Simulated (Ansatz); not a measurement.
## Response to strain in HgTe

The parent structure is HgTe in the zinc blende structure (space group F-43m, No. 216; a = 6.573 Å). Axes: x, y, z lie along the cube axes.

Strains are applied to the cell and any free atomic positions relax.

All numbers come from r2SCAN (Ansatz, a program for electronic structure; PAW; 500 eV plane waves; no spin-orbit coupling).

Notes on the quantities. energy relative to the base: free energy F.

```csv
change,energy relative to the base,volume per atom
base,0 meV/atom,35.49 Å³
tensor shear ε_xy = +0.86 %,+0.7 meV/atom,35.49 Å³
tensor shear ε_xy = +2.00 %,+3.6 meV/atom,35.48 Å³
tensor shear ε_xy = +1.71 %,+2.6 meV/atom,35.48 Å³
tensor shear ε_xy = +0.57 %,+0.3 meV/atom,35.49 Å³
tensor shear ε_xy = +1.14 %,…,35.49 Å³
tensor shear ε_xy = +0.29 %,+0.1 meV/atom,35.49 Å³
tensor shear ε_xy = +1.43 %,+1.9 meV/atom,35.49 Å³
```

Problem. What belongs in the blanks?

Solution. 
- tensor shear ε_xy = +1.14 %, energy relative to the base: +1.2 meV/atom

Stability against distortions was not tested. The final runs are not spin-polarised.
